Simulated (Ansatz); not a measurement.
Input and output of a self-consistent single point for BaTl₄ (C2/m, 10 atoms in the cell) (Ansatz, a program for electronic structure).

Method of the run: PBEsol, default PAW files made with PBE (plane waves; Ansatz).

```xyz
10
Lattice="6.2040 -2.6755 0.0000 6.2040 2.6755 0.0000 -4.5516 0.0000 9.3322" Properties=species:S:1:pos:R:3 pbc="T T T"
Tl     2.5118     0.0000     5.1409
Tl     5.3446     0.0000     4.1913
Tl     1.6902     0.0000     0.3879
Tl     6.1662     0.0000     8.9442
Tl     0.0909     0.0000     2.9970
Tl     7.7655     0.0000     6.3351
Tl     2.8176     0.0000     8.2581
Tl     5.0388     0.0000     1.0740
Ba    -0.9906     0.0000     6.6511
Ba     8.8470     0.0000     2.6810
```

Reference input (self-consistent single point, DFT, PBEsol, plane waves, default PAW files made with PBE): basis.ecutwfc = 420 eV; kpoints.mp_grid.grid = 7 7 4; hamiltonian.xc = pbesol; hamiltonian.pseudopotentials = {kind: paw} (the program's default PAW files); scf.occupations.method = cold; scf.occupations.width = 0.1 eV. This run's input differs from it in these lines:

Ansatz 0.2 input:
```diff
@@ -20,3 +20,3 @@
 kpoints:
-  mp_grid: { grid: [7, 7, 4] }
+  mp_grid: { grid: [5, 5, 3] }
 hamiltonian:
```

Output, abridged:

```
SCF iter   1: F=—  HF=-102093.503780 eV  |F-HF|=—  |Δ(HF+E_count)|=         —  Δρ=2.43e-3  dr2=2.91e-2  ethr=1.77e-3  ⟨swp⟩=9.6  Hψ=9007  notcnv=0  defer=1
all-band conjugate gradients solve this SCF's bands
preconditioner: auto → Kerker (q_TF=auto, 2.342 Å⁻¹)
SCF iter   2: F=—  HF=-102093.493579 eV  |F-HF|=—  |Δ(HF+E_count)|=   1.02e-2  S|Δr|=    0.00e0  Δρ=1.19e-3  dr2=9.34e-3  ethr=2.34e-5  ⟨swp⟩=2.1  Hψ=3443  notcnv=0  defer=1
   [... lines left out ...]
SCF iter   5: F=—  HF=-102093.491337 eV  |F-HF|=—  |Δ(HF+E_count)|=   1.26e-4  S|Δr|=    0.00e0  Δρ=3.45e-5  dr2=6.90e-6  ethr=5.10e-8  ⟨swp⟩=2.5  Hψ=3204  notcnv=0  defer=1
SCF iter   6: F=—  HF=-102093.491337 eV  |F-HF|=—  |Δ(HF+E_count)|=   8.38e-8  S|Δr|=    0.00e0  Δρ=8.81e-6  dr2=5.09e-7  ethr=5.57e-9  ⟨swp⟩=3.0  Hψ=3166  notcnv=0  defer=1
SCF iter   7: F=-102093.491337 eV  HF=-102093.491337 eV  |F-HF|=2.28e-8  |Δ(HF+E_count)|=   4.29e-8  S|Δr|=    0.00e0  Δρ=2.81e-6  dr2=5.13e-8  ethr=8.06e-11  ⟨swp⟩=10.0  Hψ=8729  notcnv=0
SCF 1 converged in 7 iterations: F = -102093.491337 eV  dr2 = 5.13e-8
Stability not checked (fill_not_monotonic)
Free energy (F): -102093.491337 eV
Internal energy: -102093.492301 eV  (E = F + TS)
E sigma→0 (E₀):  -102093.491659 eV
Entropy (-TS):   0.000964 eV (0.096 meV/atom)
Fermi energy:    10.195567 eV
--- Forces (eV/Å), atoms counted from 1 ---
  atom   1  Tl    -0.06088851     0.00000000    -0.09510556
  atom   2  Tl     0.06088851     0.00000000     0.09510556
  atom   3  Tl     0.07620474     0.00000000     0.03728281
  atom   4  Tl    -0.07620474     0.00000000    -0.03728281
   [... lines left out ...]
  atom  10  Ba    -0.02391872     0.00000000     0.04410856
--- Stress (GPa, compression-positive) ---
        0.203146       0.000000      -0.178314
        0.000000      -0.365726       0.000000
       -0.178314       0.000000       0.211896
  P = ⅓ Tr σ = 0.0164 GPa (0.164 kbar)
  The stress holds the Pulay correction. Without it, at fixed plane waves, as pw.x and ABINIT print it: P = -0.0164 GPa
```

The run converged in 7 iterations. Against the reference run the free energy goes up by 1.6 meV/atom, the pressure stays near 0.02 GPa while the yy stress (positive for compression) goes from 0.12 to -0.37 GPa and the largest force goes from 0.101 to 0.113 eV/Å.

The starting cell comes from a database of published, mostly measured structures (it also holds non-ambient and calculated ones), without a prior relaxation at this level. Ansatz's pressure includes its estimate of the finite-basis (Pulay) stress.

Cost on one core of a shared machine: roughly 40 s.
